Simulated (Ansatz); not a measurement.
The starting structures come from a database of crystals and need not be the phases stable at ambient conditions.

Inside the gap of an insulator the Bloch states are evanescent, with a wavenumber k + iκ along the transport direction.

Input:

```xyz
18
Lattice="6.8118 -0.0736 0.0009 2.3169 6.4060 0.0009 2.9915 2.0752 11.1014" Properties=species:S:1:pos:R:3 pbc="T T T"
Tl     5.7606     2.3472     9.0695
Tl     6.3596     6.0604     2.0337
Tl     9.3997     4.8716     7.5844
Tl     2.7205     3.5360     3.5189
Sn     5.5488     7.1495     6.2052
Sn     6.5714     1.2581     4.8981
Sn     4.9759     6.7520    10.4487
Sn     7.1443     1.6556     0.6545
S      6.1270     2.5105     2.7763
S      5.9932     5.8971     8.3270
S      7.9305     1.9932     6.8331
S      4.1897     6.4144     4.2702
S      8.9713     2.7152     9.8208
S      3.1489     5.6924     1.2824
S      7.4605     5.6911     5.1364
S      4.6597     2.7165     5.9668
S      2.6808     2.3755     0.4161
S      9.4394     6.0321    10.6871
```

Space group of this cell: C2/c. The cell was relaxed by PBE-D3(BJ); by PBEsol its mean pressure is -1.7 GPa.

Transport runs along the normal of the first two printed cell vectors.

No gap correction and no spin-orbit coupling; mid-gap values are interpolated between computed energies.

### Question
Predict the band gap and the smallest decay constant κ at mid-gap from Ansatz (a quantum-chemistry and plane-wave program) with PBEsol.

### Answer
Gap 1.44 eV on a 6×6×4 mesh; κ = 0.189 1/Å, at (-0.167, 0.167) of the in-plane reciprocal vectors. At the zone centre, at the nearest computed energy, the slowest state has κ = 0.22 1/Å.
